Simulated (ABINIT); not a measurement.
Worked example: self-consistent single point of Mg3CdO4 (Pm-3m, 8 atoms in the cell) in ABINIT.

Method: PBEsol, PAW (JTH v2.0 PBE PAW, files made for PBE) (plane waves; ABINIT).

The change in words: lattice scaled by 0.98. Reference geometry:
```yaml
crystal:
  lattice:
    - [4.44664, 0.00000, 0.00000]
    - [0.00000, 4.44664, 0.00000]
    - [0.00000, 0.00000, 4.44664]
  atoms:
    - { symbol: Mg, position: [0.00000, 0.50000, 0.50000] }
    - { symbol: Mg, position: [0.50000, 0.00000, 0.50000] }
    - { symbol: Mg, position: [0.50000, 0.50000, 0.00000] }
    - { symbol: Cd, position: [0.00000, 0.00000, 0.00000] }
    - { symbol: O, position: [0.50000, 0.00000, 0.00000] }
    - { symbol: O, position: [0.00000, 0.50000, 0.00000] }
    - { symbol: O, position: [0.00000, 0.00000, 0.50000] }
    - { symbol: O, position: [0.50000, 0.50000, 0.50000] }
```

Reference input (self-consistent single point, DFT, PBEsol, plane waves, PAW (JTH v2.0 PBE PAW, files made for PBE)): pseudos = [Mg.GGA_PBE-JTH.xml, Cd.GGA_PBE-JTH.xml, O.GGA_PBE-JTH.xml]; ecut = 24 Ha; pawecutdg = 48 Ha; pawxcdev = 0; ixc = -116133; occopt = 1; ngkpt = 6 6 6; nshiftk = 1; shiftk = 0 0 0; potentials = JTH v2.0 PBE PAW; nband = 35; kptopt = 1. This run's input differs from it in these lines:

```diff
@@ -3,3 +3,3 @@
 pseudos "Mg.GGA_PBE-JTH.xml, Cd.GGA_PBE-JTH.xml, O.GGA_PBE-JTH.xml"
-acell 8.4029317748 8.4029317748 8.4029317748
+acell 8.2348727614 8.2348727614 8.2348727614
 rprim
```

Output, abridged:

```
--- !BeginCycle
solver: {iscf: 17, nstep: 80, nline: 4, wfoptalg: 10, }
tolerances: {toldfe: 1.00E-09, }
...

     iter   Etot(hartree)      deltaE(h)  residm     nres2
 ETOT  1  -299.05266535960    -2.991E+02 1.577E+00 3.738E+01
 ETOT  2  -302.65587308715    -3.603E+00 1.285E-01 3.587E+01
 ETOT  3  -302.60801109415     4.786E-02 9.911E-02 3.729E+01
 ETOT  4  -302.68399277018    -7.598E-02 2.258E-01 1.789E+03
 ETOT  5  -302.59985148026     8.414E-02 3.463E-01 8.350E+00
   [... 71 lines left out ...]
 ETOT 77  -302.60029658498    -1.504E-05 1.328E-06 9.575E+00
 ETOT 78  -302.68168540918    -8.139E-02 2.991E-04 9.590E+03
 ETOT 79  -302.66613831658     1.555E-02 1.827E-05 8.743E+03
 ETOT 80  -302.63478306905     3.136E-02 1.163E-04 3.649E+03

 Cartesian components of stress tensor (hartree/bohr^3)
  sigma(1 1)=  1.29766513E-02  sigma(3 2)=  0.00000000E+00
  sigma(2 2)=  1.29766513E-02  sigma(3 1)=  0.00000000E+00
  sigma(3 3)=  1.29766513E-02  sigma(2 1)=  0.00000000E+00
 scprqt:  WARNING -
  nstep=   80 was not enough SCF cycles to converge;
  maximum energy difference=  3.136E-02 exceeds toldfe=  1.000E-09

 ----iterations are completed or convergence reached----

 reduced coordinates (array xred) for    8 atoms
       0.000000000000      0.500000000000      0.500000000000
       0.500000000000      0.000000000000      0.500000000000
   [... lines left out ...]
 Fermi (or HOMO) energy (hartree) =   0.26770   Average Vxc (hartree)=  -0.40765
 Eigenvalues (hartree) for nkpt=  20  k points:
 prteigrs : prtvol=0 or 1, do not print more k-points.

--- !EnergyTerms
kinetic             :  7.36562268596308E+01
hartree             :  5.53653775997240E+01
xc                  : -1.90952117689718E+01
Ewald energy        : -1.96611053320816E+02
psp_core            :  9.33700675880459E+00
local_psp           : -1.84782596338627E+02
total_energy        : -2.83917655657329E+02
total_energy_eV     : -7.72579231272287E+03
...

-Cartesian components of stress tensor (GPa)         [Pressure= -3.8179E+02 GPa]
- sigma(1 1)=  3.81786199E+02  sigma(3 2)=  0.00000000E+00
- sigma(2 2)=  3.81786199E+02  sigma(3 1)=  0.00000000E+00
- sigma(3 3)=  3.81786199E+02  sigma(2 1)=  0.00000000E+00

 Calculation completed.
```

The run ended unconverged after 80 iterations. 

The starting cell comes from a database of computed structures (which also holds hypothetical and non-ambient phases and stackings), without a prior relaxation at this level. For this run, on top of that: lattice scaled by 0.98. The potentials were made for another functional than the one used.

Cost on one core of a shared machine: roughly 8 min.
